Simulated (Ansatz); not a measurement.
Start from PtGe (space group Pnma, No. 62).

```
PtGe
1.0
    5.77178     0.00000     0.00000
    0.00000     3.71303     0.00000
    0.00000     0.00000     6.12875
Pt Ge
4 4
Direct
  0.99660   0.25000   0.19327
  0.49660   0.25000   0.30673
  0.00340   0.75000   0.80673
  0.50340   0.75000   0.69327
  0.18674   0.25000   0.58712
  0.68674   0.25000   0.91288
  0.81326   0.75000   0.41288
  0.31326   0.75000   0.08712
```

Cartesian axes are those of the cell as printed.

All numbers come from Kohn–Sham DFT with the r2SCAN functional, run in Ansatz (a quantum-chemistry and plane-wave program) with PAW and 500 eV plane waves, no SOC.

Strains are applied to the cell and any free atomic positions relax; under biaxial strain the out-of-plane vector relaxes too.

One change was made to it. Results:

The pressure (mean of the normal stresses, compression positive) goes from zero to -0.3 GPa; the shortest interatomic distance hardly moves (2.480 Å against 2.481 Å); the band gap remains zero.

Question: Which change produced these results?
(A) isotropic strain +0.91 %
(B) biaxial strain +0.19 %, plane normal [001], relaxed out of plane
(C) isotropic strain −0.96 %

Answer: B, biaxial strain +0.19 %, plane normal [001], relaxed out of plane. For comparison, the pressure in the other runs: isotropic strain +0.91 % gives -4.0 GPa; isotropic strain −0.96 % gives 5.0 GPa.

Without a gap, meshes like the base's 8×13×8 leave anisotropic stresses uncertain by several tenths of a GPa, and small strain energies with them. No phonon test of stability was made. The final runs are not spin-polarised.
